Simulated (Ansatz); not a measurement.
Ta on the Ti site (Ta_Ti) in rock-salt TiN (start: the Ti site; 64-site cell, 4×4×4 shifted sampling), N-rich (Δμ(Ti) = -3.43 eV, Δμ(Ta) = -2.77 eV, bounded by Ta3N5 (Cmcm); only phases computed here count, gases as isolated molecules at 0 K). Computed with PBE, PAW (plane waves to 420 eV; Ansatz, a program for electronic structure). In charge state 0 (not spin-polarised) the formation energy is 0.80 eV. The crystal has 5.22 × 10^22 Ti sites per cm³.

Problem. Estimate the equilibrium concentration at 1300 K in the dilute limit, leaving out vibrational entropy and degeneracy.

Solution. kT = 0.1120 eV; c = N exp(−E_f / kT) = 5.22 × 10^22 × exp(−7.1) ≈ 4 × 10^19 cm^-3. An error of 0.2 eV in E_f moves this by a factor of 6.
